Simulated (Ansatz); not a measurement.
The parent structure is GaN in the wurtzite structure (space group P6_3mc, No. 186; a = 3.183 Å, c = 5.186 Å).

One thing is altered: hydrostatic tension (pressure −1 GPa).

Levels (all Ansatz, a first-principles code, PAW, earlier PAW set): PBEsol (420 eV, scalar-relativistic without spin-orbit coupling); r2SCAN (500 eV, without spin-orbit coupling); HSE06 (420 eV, scalar-relativistic without spin-orbit coupling); PBEsol+SOC (420 eV, with spin-orbit coupling).

One geometry, relaxed with PBEsol, under each level:

The valence-band top lists the three highest levels at Γ (Kramers pairs under SOC), from the VBM.

| level | band gap | lowest conduction level above the VBM at special points | valence-band top at Γ | electron mass | pressure |
|---|---|---|---|---|---|
| PBEsol | 1.84 eV | Γ 1.84 eV; A 4.17 eV; L 4.28 eV; M 4.93 eV | 0.00, 0.00, -0.04 eV | 0.15 mₑ along c, 0.17 mₑ across (at Γ) | -1.00 GPa |
| r2SCAN | 2.31 eV | Γ 2.31 eV; A 4.74 eV; L 4.88 eV; M 5.58 eV | – | 0.17 mₑ along c, 0.19 mₑ across (at Γ) | -1.04 GPa |
| HSE06 | 3.15 eV | Γ 3.15 eV; A 5.64 eV; L 5.66 eV | – | – | – |
| PBEsol+SOC | 1.84 eV | Γ 1.84 eV; A 4.17 eV; L 4.28 eV; M 4.93 eV | 0.00, -0.01, -0.05 eV | 0.15 mₑ along c, 0.17 mₑ across (at Γ) | -1.02 GPa |

Single points use the geometry relaxed with PBEsol. Their cutoffs differ, which shifts pressures a little. The spin-orbit shifts are approximate. Load acts through the strain it causes; cell and atoms are relaxed under it. Effective masses come from finite differences of ±0.01 Å⁻¹. Whether these cells are dynamically stable was not tested.
